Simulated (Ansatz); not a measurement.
# AgInTe2: energy against strain

AgInTe2 (chalcopyrite, I-42d, 33.008 Å³/atom and stress up to 0.01 GPa in the relaxed cell, c along z) under an equal strain ε in the (001) plane with the normal axis free, as in a coherent film. PBEsol in Ansatz, a plane-wave DFT program (PAW, default set), 420 eV, 7×7×7 Γ-centred mesh, Fermi-Dirac smearing 0.05 eV; ions are relaxed, or left where forces stay under 0.02 eV/Å, within the symmetry of each cell.

Here s stands for strain and y for E less E0.

| strain (%) | E less E0 (meV/atom) |
|---|---|
| -1.50 | 1.92 |
| -0.75 | 0.46 |
| 0.00 | 0.00 |
| 0.75 | 0.50 |
| 1.50 | 1.91 |
| 3.00 | ? |

Problem. Using a parabola, estimate the missing y at s = 3.00 from the other rows, showing the fit.

Solution. Least squares gives y = 0.001 + 0.0027·s + 0.8508·s². Residuals (row less fit): 0.009, -0.018, -0.001, 0.018, -0.009; standard error 0.020 (degrees of freedom: 2). The quadratic coefficient over the volume, 0.8508 meV × 10⁴ × 0.1602 / 33.008 Å³, is the biaxial elastic modulus of this plane = 41.3 ± 0.5 GPa (± standard error of the fit, which holds the terms cut off). At the withheld row, y = 0.001 + 0.0027 × 3.00 + 0.8508 × 3.00² = 7.666 meV/atom. The calculation gives 7.28 meV/atom, 0.386 meV/atom below the prediction (5.3 % of the range of y in the table). The row lies outside the fitted rows, so this is an extrapolation. From the scatter of the fitted rows alone, a prediction at this place has a standard error of 0.083 meV/atom, so the miss is 4.7 times that.

A polynomial of degree 3 through the 8 other runs of the series gives 7.27 there, so most of the miss is curvature that the fit leaves out. This level leaves no gap over 0.05 eV at strain 0.75, 1.50, 3.00 %. The start is a measured cell from the literature; how it stands against other phases or cation orders wasn't checked. Spin-orbit coupling is left out, which can shift these values for the heavy elements here. Rows are the converged runs of the series near zero and its far end; series whose fitted rows scatter by over a few per cent of the range, as at a crossing or softening among them, aren't shown in this form, nor equations of state whose B0' disagrees with the runs' pressures. Most that stay on the fit to the last digits aren't either.
